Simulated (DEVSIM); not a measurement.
System: Ni/SiO2/n-GaAs capacitor, at 350 K.

```
layer (left to right)  material  thickness (nm)  Nd (cm⁻³)
---------------------  --------  --------------  ---------
1                          SiO2            2.60          -
2                          GaAs            5900     1.2e16
```

Metal gate on the left, work function 5.1 eV. Fixed charge at the semiconductor interface 0 cm⁻² (in units of +e); no interface traps.

This is a model device: material constants are rounded textbook-type values typed into the input, and sizes, dopings and lifetimes were drawn at random. Values at 300 K; Nc and Nv go as T^1.5, mobilities as T to minus their exponent, the gap by Varshni's rule with the affinity fixed.

```tsv
parameter	SiO2	GaAs
gap (eV)	9	1.424
affinity (eV)	0.9	4.07
permittivity	3.9	12.9
Nc (cm⁻³)	-	4.7e17
Nv (cm⁻³)	-	9e18
Varshni α (eV/K)	-	0.000541
Varshni β (K)	-	204
```

Model (solved in DEVSIM): 1D Poisson equation in equilibrium, Boltzmann statistics, complete ionisation; no quantum confinement or tunnelling. Metal contacts follow the ideal Schottky-Mott rule: no Fermi-level pinning, no interface dipoles.

Task: Tabulate band edges, carrier densities and field at 0.1 V on the gate.

Result: Energies count from the Fermi level of the right contact; mesh points crowd at the junctions.

```json
[
 {"x (μm)": "0.000", "Ec (eV)": "4.100", "Ev (eV)": "-4.900", "n (cm⁻³)": "< 1e2", "p (cm⁻³)": "< 1e2", "field (V/cm)": "-170000"},
 {"x (μm)": "0.0009474", "Ec (eV)": "4.084", "Ev (eV)": "-4.916", "n (cm⁻³)": "< 1e2", "p (cm⁻³)": "< 1e2", "field (V/cm)": "-170000"},
 {"x (μm)": "0.001896", "Ec (eV)": "4.069", "Ev (eV)": "-4.931", "n (cm⁻³)": "< 1e2", "p (cm⁻³)": "< 1e2", "field (V/cm)": "-170000"},
 {"x (μm)": "0.002814", "Ec (eV)": "0.886", "Ev (eV)": "-0.515", "n (cm⁻³)": "100000", "p (cm⁻³)": "4.4e11", "field (V/cm)": "-50000"},
 {"x (μm)": "0.005239", "Ec (eV)": "0.874", "Ev (eV)": "-0.527", "n (cm⁻³)": "150000", "p (cm⁻³)": "2.9e11", "field (V/cm)": "-49000"},
 {"x (μm)": "0.009724", "Ec (eV)": "0.852", "Ev (eV)": "-0.549", "n (cm⁻³)": "320000", "p (cm⁻³)": "1.4e11", "field (V/cm)": "-49000"},
 {"x (μm)": "0.01950", "Ec (eV)": "0.805", "Ev (eV)": "-0.596", "n (cm⁻³)": "1500000", "p (cm⁻³)": "3.0e10", "field (V/cm)": "-47000"},
 {"x (μm)": "0.05308", "Ec (eV)": "0.657", "Ev (eV)": "-0.744", "n (cm⁻³)": "2.1e8", "p (cm⁻³)": "2.2e8", "field (V/cm)": "-41000"},
 {"x (μm)": "0.1140", "Ec (eV)": "0.436", "Ev (eV)": "-0.965", "n (cm⁻³)": "3.2e11", "p (cm⁻³)": "140000", "field (V/cm)": "-31000"},
 {"x (μm)": "0.2469", "Ec (eV)": "0.169", "Ev (eV)": "-1.232", "n (cm⁻³)": "2.2e15", "p (cm⁻³)": "< 1e2", "field (V/cm)": "-9500"},
 {"x (μm)": "0.5366", "Ec (eV)": "0.118", "Ev (eV)": "-1.283", "n (cm⁻³)": "1.2e16", "p (cm⁻³)": "< 1e2", "field (V/cm)": "-18"},
 {"x (μm)": "1.480", "Ec (eV)": "0.118", "Ev (eV)": "-1.283", "n (cm⁻³)": "1.2e16", "p (cm⁻³)": "< 1e2", "field (V/cm)": "≈ 0"},
 {"x (μm)": "3.146", "Ec (eV)": "0.118", "Ev (eV)": "-1.283", "n (cm⁻³)": "1.2e16", "p (cm⁻³)": "< 1e2", "field (V/cm)": "≈ 0"},
 {"x (μm)": "4.639", "Ec (eV)": "0.118", "Ev (eV)": "-1.283", "n (cm⁻³)": "1.2e16", "p (cm⁻³)": "< 1e2", "field (V/cm)": "≈ 0"},
 {"x (μm)": "5.461", "Ec (eV)": "0.118", "Ev (eV)": "-1.283", "n (cm⁻³)": "1.2e16", "p (cm⁻³)": "< 1e2", "field (V/cm)": "≈ 0"},
 {"x (μm)": "5.701", "Ec (eV)": "0.118", "Ev (eV)": "-1.283", "n (cm⁻³)": "1.2e16", "p (cm⁻³)": "< 1e2", "field (V/cm)": "≈ 0"},
 {"x (μm)": "5.811", "Ec (eV)": "0.118", "Ev (eV)": "-1.283", "n (cm⁻³)": "1.2e16", "p (cm⁻³)": "< 1e2", "field (V/cm)": "≈ 0"},
 {"x (μm)": "5.861", "Ec (eV)": "0.118", "Ev (eV)": "-1.283", "n (cm⁻³)": "1.2e16", "p (cm⁻³)": "< 1e2", "field (V/cm)": "≈ 0"},
 {"x (μm)": "5.888", "Ec (eV)": "0.118", "Ev (eV)": "-1.283", "n (cm⁻³)": "1.2e16", "p (cm⁻³)": "< 1e2", "field (V/cm)": "≈ 0"},
 {"x (μm)": "5.897", "Ec (eV)": "0.118", "Ev (eV)": "-1.283", "n (cm⁻³)": "1.2e16", "p (cm⁻³)": "< 1e2", "field (V/cm)": "≈ 0"},
 {"x (μm)": "5.901", "Ec (eV)": "0.118", "Ev (eV)": "-1.283", "n (cm⁻³)": "1.2e16", "p (cm⁻³)": "< 1e2", "field (V/cm)": "≈ 0"},
 {"x (μm)": "5.903", "Ec (eV)": "0.118", "Ev (eV)": "-1.283", "n (cm⁻³)": "1.2e16", "p (cm⁻³)": "< 1e2", "field (V/cm)": "≈ 0"}
]
```
